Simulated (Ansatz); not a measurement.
Consider Pb in the fcc (Cu type) structure (space group Fm-3m, No. 225; relaxed with 0.1 eV smearing).

```
CELL_PARAMETERS angstrom
      0.00000     2.46707     2.46707
      2.46707     0.00000     2.46707
      2.46707     2.46707     0.00000
ATOMIC_POSITIONS crystal
  Pb 0.00000 0.00000 0.00000
```

Cartesian axes are those of the cell as printed.

Computed with Kohn–Sham DFT with the PBEsol functional, run in Ansatz (a program for electronic structure) with PAW and 420 eV plane waves, scalar-relativistic without spin-orbit coupling.

Base values:

Volume per atom: 30.03 Å³

One thing is altered: compressive biaxial strain of 0.42 % in the plane normal to [111], as in epitaxy on a mismatched substrate; the out-of-plane cell vector and the atoms relax.

Problem. What does the calculation give for the in-plane stress and volume per atom after the change?

Solution. The mean in-plane stress (compression positive) is +0.3 GPa; the volume per atom shrinks by 0.14 Å³ (30.03 Å³ → 29.89 Å³).

No phonon test of stability was made.
